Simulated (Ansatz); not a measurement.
# CuGaSe2: energy against strain

CuGaSe2 (chalcopyrite, I-42d, 20.787 Å³/atom and stress up to 0.01 GPa in the relaxed cell, c along z) under an equal strain ε in the (001) plane with the normal axis free, as in a coherent film. LDA in Ansatz, a plane-wave DFT program (PAW, default set), 420 eV, 9×9×9 Γ-centred mesh, Fermi-Dirac smearing 0.05 eV; ions are relaxed, or left where forces stay under 0.02 eV/Å, within the symmetry of each cell.

Here s stands for strain and y for E less E0.

| strain (%) | E less E0 (meV/atom) |
|---|---|
| -3.00 | ? |
| -1.50 | 2.76 |
| -0.75 | 0.67 |
| 0.00 | 0.00 |
| 0.75 | 0.67 |
| 1.50 | 2.63 |

### Question
Using a parabola, estimate the missing y at s = -3.00 from the other rows, showing the fit.

### Answer
Least squares gives y = -0.003 - 0.0347·s + 1.1987·s². Residuals (row less fit): 0.014, -0.027, 0.003, 0.025, -0.012; standard error 0.029 (degrees of freedom: 2). The quadratic coefficient over the volume, 1.1987 meV × 10⁴ × 0.1602 / 20.787 Å³, is the biaxial elastic modulus of this plane = 92 ± 1 GPa (± standard error of the fit, which holds the terms cut off). At the withheld row, y = -0.003 - 0.0347 × (-3.00) + 1.1987 × (-3.00)² = 10.889 meV/atom. The calculation gives 11.42 meV/atom, 0.531 meV/atom above the prediction (4.6 % of the range of y in the table). The row lies outside the fitted rows, so this is an extrapolation. From the scatter of the fitted rows alone, a prediction at this place has a standard error of 0.120 meV/atom, so the miss is 4.4 times that.

A polynomial of degree 3 through the 8 other runs of the series gives 11.42 there, so most of the miss is curvature that the fit leaves out. Rows are the converged runs of the series near zero and its far end; series whose fitted rows scatter by over a few per cent of the range, as at a crossing or softening among them, aren't shown in this form, nor equations of state whose B0' disagrees with the runs' pressures. Most that stay on the fit to the last digits aren't either.
